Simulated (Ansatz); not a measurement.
fcc Ir: the defect Ir vacancy + F interstitial

Method: PBE, PAW (plane waves to 420 eV; Ansatz, an electronic-structure program). Details: 32-site cell; 6×6×6 shifted k-points; start: the Ir site; off centre in the vacancy; no spin–orbit coupling; not converged in cell size; the relaxation kept the symmetry of the starting site; relaxed from one start, so a lower configuration may exist.

Neighbours after relaxation, in Å: of the emptied site: F 0.28; of the F atom: Ir 2.59, Ir 2.59, Ir 2.59, Ir 2.59.

Formation energies E_f are those of the neutral cell. Chemical conditions: host crystal and elements as references (Δμ(Ir) = 0.00 eV, Δμ(F) = 0.00 eV; F taken from its element, since no compound that bounds it was computed at this level; only phases computed here count, gases as isolated molecules at 0 K). Reference phases: F: F2 molecule in a box, Ir: fcc Ir.

| charge | moment (μB) | point group | largest move off a lattice site (Å) | E_f, host crystal and elements as references (eV) |
|---|---|---|---|---|
| 0 | not spin-polarised | C4v | 0.04 | 1.69 |

Point groups are those of the whole cell at tolerances of 0.03 and 0.1 Å ("near" where only the looser one holds); none is given for unsettled states.
